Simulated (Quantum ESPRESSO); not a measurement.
Checking a run of Quantum ESPRESSO on BaNaH3Pd (P6_3/mmc, 12 atoms in the cell). The aim is a self-consistent single point with DFT, LDA (PW92), plane waves, PseudoDojo standard norm-conserving (LDA) pseudopotentials.

Cell that was meant: a = 6.0897 Å, b = 6.0897 Å, c = 6.2097 Å, α = 90.00°, β = 90.00°, γ = 120.00°.

Part of the input:

```fortran
    ecutwfc = 90,
    occupations = 'smearing',
    smearing = 'gauss',
    degauss = 0.1,
/
&electrons
    conv_thr = 1.0d-9,
```

Output (repeated stretches shortened):

```
     Message from routine setup:
     using ibrav=0 with symmetry is DISCOURAGED, use correct ibrav instead
     G-vector sticks info
   [... lines left out ...]
        k(    3) = (   0.0000000   0.3849002   0.0000000), wk =   0.4444444
        k(    4) = (   0.0000000   0.3849002   0.3268875), wk =   0.8888889
        k(    5) = (   0.3333333   0.5773503   0.0000000), wk =   0.1481481
        k(    6) = (   0.3333333   0.5773503   0.3268875), wk =   0.2962963

     Dense  grid:   155141 G-vectors     FFT dimensions: (  72,  72,  72)

     Initial potential from superposition of free atoms

     starting charge      79.9603, renormalised to      80.0000
     Self-consistent Calculation

     iteration #  1     ecut=    90.00 Ry     beta= 0.70

---- Real-time Memory Report at c_bands before calling an iterative solver
           253 MiB given to the printing process from OS
           221 MiB allocation reported by mallinfo(arena+hblkhd)
------------------

     total energy              =    -839.64000537 Ry
     estimated scf accuracy    <       3.43498950 Ry

     iteration #  2     ecut=    90.00 Ry     beta= 0.70

---- Real-time Memory Report at c_bands before calling an iterative solver
   [... lines left out ...]

---- Real-time Memory Report at c_bands before calling an iterative solver
           358 MiB given to the printing process from OS
           335 MiB allocation reported by mallinfo(arena+hblkhd)
------------------

     total energy              =    -841.93394926 Ry
     estimated scf accuracy    <       0.00000002 Ry

     iteration # 12     ecut=    90.00 Ry     beta= 0.70

---- Real-time Memory Report at c_bands before calling an iterative solver
           358 MiB given to the printing process from OS
           335 MiB allocation reported by mallinfo(arena+hblkhd)
------------------
     End of self-consistent calculation

     the Fermi energy is     7.3941 ev

!    total energy              =    -841.93394927 Ry
     estimated scf accuracy    <          4.0E-11 Ry
     smearing contrib. (-TS)   =      -0.12469853 Ry
     internal energy E=F+TS    =    -841.80925074 Ry

     convergence has been achieved in  12 iterations

     Forces acting on atoms (cartesian axes, Ry/au):

     atom    1 type  1   force =     0.00000000    0.00000000   -0.00000000
     atom    2 type  1   force =     0.00000000    0.00000000    0.00000000
     atom    3 type  2   force =     0.00000000    0.00000000   -0.00000000
     atom    4 type  2   force =    -0.00000000    0.00000000    0.00000000
   [... lines left out ...]

     Total force =     0.026865     Total SCF correction =     0.000002

          total   stress  (Ry/bohr**3)                   (kbar)     P=      -36.51
  -0.00028369  -0.00000000   0.00000000          -41.73       -0.00        0.00
  -0.00000000  -0.00028369   0.00000000           -0.00      -41.73        0.00
   0.00000000   0.00000000  -0.00017727            0.00        0.00      -26.08

   JOB DONE.
```

Task: Can these results be used? Check the input.

Result: The run is not sound. The fault is a smearing width that is far too large. A width of many tenths of an electronvolt moves electrons far across the Fermi level or the gap, and the free energy and its derivatives carry a large smearing term. To fix it, use a width small against the gap or band features. The run converged in 12 iterations without an error; against the sound input the free energy falls by 37.7 meV/atom, the pressure goes from -4.31 to -3.65 GPa, the largest force goes from 0.261 to 0.282 eV/Å and no clean gap remains on the mesh (levels overlap or are partly filled), against 1.44 eV before.

An input that runs soundly differs in these lines (not the only fix; some lines may just follow from the change or write a value another way):
```diff
-    degauss = 0.1,
+    degauss = 0.0036749,
```

With that input, the run converged in 12 iterations: free energy E − TS -11454.6429 eV; top of the valence band (on the code's own zero) 6.57 eV; gap on the k-point mesh 1.44 eV; pressure -4.31 GPa; largest force (vector length) 0.261 eV/Å (DFT, LDA (PW92), plane waves, PseudoDojo standard norm-conserving (LDA) pseudopotentials).

On the sound input: the starting cell comes from a database of computed structures (which also holds hypothetical and non-ambient phases and stackings), without a prior relaxation at this level. With a pressure of about -4 GPa the cell is away from its equilibrium volume at this level.
